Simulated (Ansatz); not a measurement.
A thin film of Ba in the bcc (W type) structure is deposited stress-free at 500 K on a thick substrate of W (bcc (W type), Im-3m) and cooled to 300 K. Take the in-plane direction as the cubic or basal-plane axis of each crystal, and these free lattice constants from quasi-harmonic approximation on Ansatz (a program for electronic structure), PBEsol functional, plane-wave PAW.

| crystal | a at 300 K (Å) | a at 500 K (Å) |
|---|---|---|
| Ba | 4.90737 | 4.92793 |
| W | 3.15773 | 3.16073 |

 Spin-orbit coupling is not included. The runs of W (PBEsol) noted for some cells that some bands missed the eigensolver's tolerance; how far this moves their values was not measured.

Question: What in-plane thermal strain does the film carry at 300 K, and is it tensile or compressive?

Answer: With logarithmic strains ln(a_hot/a_300): left free, the film would shrink by 0.418 % and the substrate by 0.095 %. The film is held to the substrate, so its strain is 0.323 %: tensile. Plastic relief and phase changes are ignored.
